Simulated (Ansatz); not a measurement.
Functionals compared on NH2 on the 1x1 (10-10) surface of wurtzite GaN (cut with top plane Ga + N), one in a 2x1 cell, started at the site 'top Ga', in Ansatz (plane waves, PAW). The structure was relaxed with PBE; the other rows are single points on it, each with its references at the same level. Cutoff 420 eV (500 eV for r2SCAN). The points keep PBE's geometry, so the relaxation of a polaron and the settling of charge on one site are left out.

Host crystal: wurtzite GaN, with a band gap (PBE, scalar-relativistic without spin-orbit coupling).

Set-up: 35 atoms, 9.3 Å thick at the start under the adsorbate (thin: gaps and levels are the slab's own); mesh 3x4x1; 0.01 eV smearing; dipole correction on; 16 atoms held, the rest relaxed; held to the start's symmetry, so lower structures may exist; spin-polarised, ending with about 1.0 μB a cell; orders that need a larger cell were not tried, no spin-orbit, no U, no dispersion correction. It is one chosen start, not shown to be the lowest state of the adsorbate. These notes are the PBE run's. RPBE: The program's check for a lower electronic state was not made. r2SCAN: The program's check for a lower electronic state was not made. Adsorption energies are against NH3(g) − ½ H2(g). A negative adsorption energy means that the adsorbate is more stable on the surface than in its reference.

```tsv
functional	adsorption energy (eV)	magnetic moment of the cell (μB)
PBE	0.75	1.00
RPBE	[?]	1.00
r2SCAN	0.47	1.00
```

What belongs in the gaps?


- RPBE, adsorption energy (eV): 0.83

Ansatz is a quantum-chemistry and plane-wave program.
